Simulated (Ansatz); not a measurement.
By PBEsol, the system below comes out a metal.

A figure of merit of an interconnect metal is its ballistic conductance per area.

Given:

```
TiN
1.0
    2.99902     0.00000     0.00000
   -1.49951     2.59722     0.00000
    1.49951     0.86574     2.44869
Ti N
1 1
Direct
  0.00000   0.00000   0.00000
  0.00000   0.50000   0.50000
```

The cell is taken as given; by PBEsol it stands under a pressure of -7.5 GPa.

The current flows along the normal of the first two printed cell vectors, the (111) plane of the conventional cell. No spin-orbit coupling; the value is a mean over 0.1 eV about the Fermi level.

Task: State the ballistic conductance per area according to PBEsol in Ansatz (a first-principles code).

Result: 1.3 × 10¹⁵ S/m² for both spins.
